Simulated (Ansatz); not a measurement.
A relaxation of the atoms of YbIn2Rh (Cmcm, 8 atoms in the cell) with Ansatz (a quantum-chemistry and plane-wave program).

Method of the run: PBEsol, harder PAW files (source: ansatz) made with PBE (plane waves; Ansatz).

```
YbIn2Rh
1.0
    2.08432    -5.10458     0.00000
    2.08432     5.10458     0.00000
    0.00000     0.00000     8.35569
Yb In Rh
2 4 2
Direct
  0.06606   0.93394   0.75000
  0.93394   0.06606   0.25000
  0.64584   0.35416   0.04958
  0.35416   0.64584   0.95042
  0.35416   0.64584   0.54958
  0.64584   0.35416   0.45042
  0.21952   0.78048   0.25000
  0.78048   0.21952   0.75000
```

Reference input (self-consistent single point, DFT, PBEsol, plane waves, harder PAW files (source: ansatz) made with PBE): basis.ecutwfc = 60.3 Ry; kpoints.mp_grid.grid = 7 7 3; hamiltonian.xc = pbesol; hamiltonian.pseudopotentials = {kind: paw, source: ansatz}; scf.occupations.method = gaussian; scf.occupations.width = 0.0037 Ry. This run's input differs from it in these lines:

```diff
@@ -28,2 +28,3 @@
     width: 0.0037 Ry
+relax: {}
 output:
```

Log, with long lists cut:

```
   [... SCF lines of the steps left out ...]
relax step   1: F+E_penalty+E_count = -75642.64066876 eV  Δ(F+E_penalty+E_count) = +0.000e0 eV  max|allowed force component| = 9.423e-2 eV/Å  Δτ_max = 0.0000 Å  (9 SCF iters, dr2 threshold 2.50e-6 eV, accepted)
relax step   2: F+E_penalty+E_count = -75642.64201778 eV  Δ(F+E_penalty+E_count) = -1.349e-3 eV  max|allowed force component| = 8.464e-2 eV/Å  Δτ_max = 0.0266 Å  (7 SCF iters, dr2 threshold 5.55e-7 eV, accepted)
relax step   3: F+E_penalty+E_count = -75642.64404228 eV  Δ(F+E_penalty+E_count) = -2.024e-3 eV  max|allowed force component| = 3.945e-3 eV/Å  Δτ_max = 0.0123 Å  (6 SCF iters, dr2 threshold 4.48e-7 eV, accepted)
relax step   4: F+E_penalty+E_count = -75642.64404231 eV  Δ(F+E_penalty+E_count) = -3.804e-8 eV  max|allowed force component| = 3.945e-3 eV/Å  Δτ_max = 0.0000 Å  (6 SCF iters, accepted)
the relaxation is at rest under the 8 symmetry operations that the run kept from its start: a minimum is not shown …
Free energy (F): -75642.644042 eV
Internal energy: -75642.638608 eV  (E = F + TS)
E sigma→0 (E₀):  -75642.641325 eV
Entropy (-TS):   -0.005434 eV (-0.679 meV/atom)
Fermi energy:    14.664437 eV
--- Forces (eV/Å), atoms counted from 1 ---
  atom   1  Yb     0.00000000    -0.00394504     0.00000000
  atom   2  Yb     0.00000000     0.00394504     0.00000000
  atom   3  In     0.00000000    -0.00127103     0.00039971
  atom   4  In     0.00000000     0.00127103    -0.00039971
  atom   5  In     0.00000000     0.00127103     0.00039971
   [... lines left out ...]
    - { symbol: In, position: [0.35275170625108554, 0.6472482937489143, 0.5493755954339529] }
    - { symbol: In, position: [0.6472482937489143, 0.35275170625108554, 0.4506244045660469] }
    - { symbol: Rh, position: [0.22092922515298652, 0.7790707748470133, 0.24999999999999997] }
    - { symbol: Rh, position: [0.7790707748470133, 0.22092922515298652, 0.7499999999999999] }
```

The run converged.  The full log also holds: “iter 2 did not close the SCF: its close was put off for the readings that it lacked (scf_convergence_deferred on its scf_iter line)”. The full log also holds: “iter 3 did not close the SCF: its close was put off for the readings that it lacked (scf_convergence_deferred on its scf_iter line)”.

Summary of the result:
* **Free energy E − TS (on the zero of these files)**: -75642.6440 eV
* **Fermi level (on the code's own zero)**: 14.66 eV
* **Pressure**: -3.65 GPa
* **Largest force (vector length)**: 0.004 eV/Å
* **Relaxation steps**: 4

The starting cell comes from a database of computed structures (which also holds hypothetical and non-ambient phases and stackings), without a prior relaxation at this level. Spin polarisation is off. The relaxation keeps the symmetry of its start, so its end need not be a minimum. Ansatz's pressure includes its estimate of the finite-basis (Pulay) stress.

Cost on one core of a shared machine: roughly 4 min.

Keys are those of Ansatz 0.2.
